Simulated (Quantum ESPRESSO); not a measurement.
# Parameter sweep on YbBPd3 (Pm-3m, 5 atoms in the cell)

```yaml
crystal:
  lattice:
    - [4.26611, 0.00000, 0.00000]
    - [0.00000, 4.26611, 0.00000]
    - [0.00000, 0.00000, 4.26611]
  atoms:
    - { symbol: Yb, position: [0.00000, 0.00000, 0.00000] }
    - { symbol: B, position: [0.50000, 0.50000, 0.50000] }
    - { symbol: Pd, position: [0.50000, 0.00000, 0.50000] }
    - { symbol: Pd, position: [0.00000, 0.50000, 0.50000] }
    - { symbol: Pd, position: [0.50000, 0.50000, 0.00000] }
```

Base run A: PBEsol, SSSP 1.1.2 efficiency (PBE) pseudopotentials run with Quantum ESPRESSO, self-consistent single point.

Its settings: ecutwfc = 60 Ry; ecutrho = 480 Ry; occupations = smearing; smearing = cold; degauss = 0.0099958 Ry; input_dft = pbesol; potentials = {Yb: Yb.GGA-PBE-paw-v1.0.UPF, B: b_pbe_v1.4.uspp.F.UPF, Pd: Pd_ONCV_PBE-1.0.oncvpsp.upf}; K_POINTS = automatic 5 5 5 0 0 0; conv_thr = 1e-11 Ry.

The starting cell comes from a database of computed structures (which also holds hypothetical and non-ambient phases and stackings), without a prior relaxation at this level. Its lattice was rescaled by a random factor within 2.5 % of one. Spin polarisation is off. In the base run, with a pressure of about -3 GPa the cell is away from its equilibrium volume at this level.

A dash stands where there is no value to compare (another energy zero or no entropy term, no result, no spin, no clean gap, or a mesh too coarse for one). 

Runs:
- B: vdw_corr: default → grimme-d3; dftd3_version: default → 3; dftd3_threebody: default → false [PBEsol-D3(0)]
- C: vdw_corr: default → grimme-d3; dftd3_version: default → 4; dftd3_threebody: default → false [PBEsol-D3(BJ)]
- D: vdw_corr: default → grimme-d3; dftd3_version: default → 4; dftd3_threebody: default → true [PBEsol-D3(BJ) with three-body term]

| run | pressure (GPa) | dispersion energy (eV/atom) |
|---|---|---|
| A | -3.01 | – |
| B | -6.02 | -0.400 |
| C | -8.14 | -0.487 |
| D | -6.97 | -0.431 |

Run D against A: The pressure goes from -3.01 to -6.97 GPa.

Run B against A: The pressure goes from -3.01 to -6.02 GPa.

Left out of this page: 1 run of the series held back from this collection; 1 run of the series failed or unconverged.
